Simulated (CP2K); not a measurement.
Band structure of AlN (F-43m, 2 atoms in the cell).

```xyz
2
Lattice="3.0754 0.0000 0.0000 1.5377 2.6633 0.0000 1.5377 0.8878 2.5110" Properties=species:S:1:pos:R:3 pbc="T T T"
Al     0.0000     0.0000     0.0000
N      4.6130     2.6633     1.8833
```

Method of the run: PBE, GPW, DZVP-MOLOPT-SR-GTH basis, GTH-PBE potentials (GTH_POTENTIALS) (CP2K 2026.2).

Settings: CUTOFF = 400 Ry; REL_CUTOFF = 60 Ry; KPOINTS/SCHEME = MONKHORST-PACK 9 9 9; XC_FUNCTIONAL = PBE; Al/BASIS_SET = DZVP-MOLOPT-SR-GTH-q3; Al/POTENTIAL = GTH-PBE-q3; N/BASIS_SET = DZVP-MOLOPT-SR-GTH-q5; N/POTENTIAL = GTH-PBE-q5; METHOD = GPW; EPS_DEFAULT = 1e-11; EXTRAPOLATION = USE_GUESS; NGRIDS = 5; SCF_GUESS = ATOMIC; EPS_SCF = 1e-06.

The starting cell comes from a database of computed structures (which also holds hypothetical and non-ambient phases and stackings), without a prior relaxation at this level. Its lattice was rescaled by a random factor within 2.5 % of one. Values carry the incompleteness of an atom-centred basis.

Question: Predict the gap along the standard path and the places of the band edges.

Answer: The gap along the path is 3.33 eV, from a point between K and Γ to X; the smallest direct gap on it is 4.50 eV.

Levels in eV from the top of the valence band on the SCF mesh, bands 1 to 5:
| point | 1 | 2 | 3 | 4 | 5 |
|---|---|---|---|---|---|
| Γ | -15.05 | 0.00 | 0.00 | 0.00 | 4.50 |
| X | -12.33 | -4.96 | -1.78 | -1.78 | 3.33 |
| W | -12.27 | -3.79 | -3.50 | -2.74 | 6.10 |
| K | -12.35 | -4.29 | -3.69 | -1.38 | 5.25 |
| L | -12.98 | -5.93 | -0.47 | -0.47 | 7.59 |
| U | -12.35 | -4.29 | -3.69 | -1.38 | 5.25 |

Higher empty bands are left out: an atom-centred basis made for the valence describes them poorly.
